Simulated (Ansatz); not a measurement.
The parent structure is Pt in the fcc (Cu type) structure (space group Fm-3m, No. 225; relaxed with 0.1 eV smearing).

```
Pt
1.0
    0.00000     1.97088     1.97088
    1.97088     0.00000     1.97088
    1.97088     1.97088     0.00000
Pt
1
Cartesian
  0.00000   0.00000   0.00000
```

Cartesian axes are those of the cell as printed.

Computed with DFT with r2SCAN, PAW potentials and a 500 eV plane-wave cutoff in Ansatz (a first-principles code), spin-orbit coupling left out.

Before the change:

| Item | Result |
|---|---|
| Pressure | 0.0 GPa |

Perturbation: tensile biaxial strain of 0.83 % in the plane normal to [111], as in epitaxy on a mismatched substrate; the out-of-plane cell vector and the atoms relax.

**Question.** What does the calculation give for the ratio −ε⊥/ε∥ after the change?

**Answer.** The ratio −ε⊥/ε∥ amounts to 1.19.

**Question.** Predict the new pressure.

**Answer.** The pressure (mean of the normal stresses, compression positive) goes from zero to -1.7 GPa.

Stability against distortions was not tested. All final runs are without spin polarisation.
